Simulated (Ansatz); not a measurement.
The starting structures come from a database of crystals and need not be the phases stable at ambient conditions.

Given:

```
ScF3
1.0
    5.70282     0.00000     0.00000
    0.00000    13.96007     0.00000
    2.85141     4.65336     1.64626
Sc F
2 6
Direct
  0.00000   0.50000   0.00000
  0.00000   0.00000   0.00000
  0.04684   0.27342   0.42974
  0.95316   0.72658   0.57026
  0.47658   0.22658   0.57026
  0.52342   0.77342   0.42974
  0.47658   0.75000   0.00000
  0.52342   0.25000   0.00000
```

Space group of this cell: R-3c. The cell is taken as given; by r2SCAN its mean pressure is -0.7 GPa.

Transport runs along the normal of the first two printed cell vectors, the (100) plane of the conventional cell.

The gap is the functional's own, uncorrected, and κ follows it; spin-orbit coupling is left out. Mid-gap values are interpolated between the computed energies.

Question: Predict the band gap and the smallest decay constant κ at mid-gap from r2SCAN in Ansatz (a first-principles code).

Answer: Gap 6.96 eV on a 18×18×18 mesh; κ = 0.558 1/Å, at the zone centre.
